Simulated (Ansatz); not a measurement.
PtCu (R-3m, No. 166, 2 atoms in the cell; start mp-644311), treated with LDA (plane waves, PAW; Ansatz, a quantum-chemistry and plane-wave program).

Run with plane-wave cutoff 520 eV, 24×24×24 k mesh, Fermi–Dirac smearing 0.05 eV, no spin polarisation, scalar-relativistic PAW data made under PBE.

Cell (relaxed at this level):

```
CELL_PARAMETERS angstrom
      1.34142     0.77447     4.19118
     -1.34142     0.77447     4.19118
      0.00000    -1.54894     4.19118
ATOMIC_POSITIONS crystal
  Cu 0.00000 0.00000 0.00000
  Pt 0.50000 0.50000 0.50000
```

Q: Give the computed bulk modulus.

A: 
bulk modulus: 249 GPa

Note: the run has no spin polarisation, so it can have missed a magnetic state; the bulk modulus is −V dP/dV from two relaxed cells at ±2 % in volume; the relaxation could not lower the start's symmetry, so the cell can be a saddle point above a distorted one.

Spin–orbit coupling is not included.

Computing time: around 6 core-minutes (rough).

A start named mp-… is a Materials Project structure, which need not be a measured phase.
